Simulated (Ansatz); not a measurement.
# What O → F does to La2O3

Consider La2O3 (space group P-3m1, No. 164; a = 3.906 Å, c = 6.040 Å).

One thing is altered: every O is replaced by F; the structure is relaxed again.

Level of theory: Ansatz (a first-principles code), PBEsol, PAW, cutoff 420 eV, scalar-relativistic without spin-orbit coupling. Γ-centred 14×14×7 mesh, Fermi–Dirac width 0.05 eV, for the changed cell.

```tsv
quantity	base	changed	shift
volume per atom	15.96 Å³	16.64 Å³	+0.674 Å³
density	6.78 g/cm³	6.68 g/cm³	-0.095 g/cm³
lattice parameter a	3.906 Å	3.742 Å	-0.164 Å
c/a ratio	1.546	1.833	+0.287
space group	P-3m1 (No. 164)	P-3m1 (No. 164)	–
band gap	3.77 eV	zero	–
```

Stability against distortions was not tested. As relaxed here, La2F3 is a hypothetical phase, not in the database extracts checked. The final runs are not spin-polarised. An odd electron count without spin: La2F3.
